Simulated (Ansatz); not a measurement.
Zinc-blende SrO (model structure), treated with r²SCAN in Ansatz (plane waves, PAW).

Numerical settings: plane-wave cutoff 500 eV, 12×12×12 k mesh, Fermi–Dirac smearing 0.05 eV, scalar-relativistic PAW data made under PBE.

Cell (relaxed at this level):

```
CELL_PARAMETERS angstrom
      0.00000     2.79220     2.79220
      2.79220     0.00000     2.79220
      2.79220     2.79220     0.00000
ATOMIC_POSITIONS crystal
  Sr 0.00000 0.00000 0.00000
  O  0.25000 0.25000 0.25000
```

### Question
What does this level give for the band gap?

### Answer

* **band gap**: 2.89 eV (on the SCF k mesh)

Note: the relaxation could raise the start's symmetry but not lower it, so the cell can be a saddle point.

Spin–orbit coupling is not included.

The computed numbers hold no vibrational or temperature effects.

It cost about 40 core-seconds (a rough figure) of CPU time.

A model structure was made by putting elements into a prototype or built by hand; it is no filed structure, need not be a known phase, and can be a saddle point held by its symmetry.

Ansatz is a program for electronic structure.
